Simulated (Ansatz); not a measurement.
CaO (Fm-3m), PBEsol, rigid bands run with Ansatz (a first-principles code): N_v = 1.53e20 cm⁻³ at 300 K and a hole conductivity mass of 1.35 mₑ.

Problem. For 1e16 holes per cm³ at 300 K, place the Fermi level, estimate the Seebeck coefficient of a parabolic band with constant τ, and give mobility and conductivity for τ = 20 fs.

Solution. The level lies k_BT ln(N_v/p) = 0.249 eV above the valence-band maximum. S ≈ +(k_B/e)[ln(N_v/p) + 5/2] = 1046 μV/K, against 1043 μV/K from the full bands (mean over directions). μ = eτ/m = 26.1 cm²/(V·s) and σ = peμ = 0.0417 S/cm. τ is assumed, not computed.

Band transport and this doping are assumed; polarons and phonon drag are left out. Spin-orbit coupling is left out; where it splits the top of the valence band, N_v and the p-type Seebeck coefficient come out somewhat high without it.
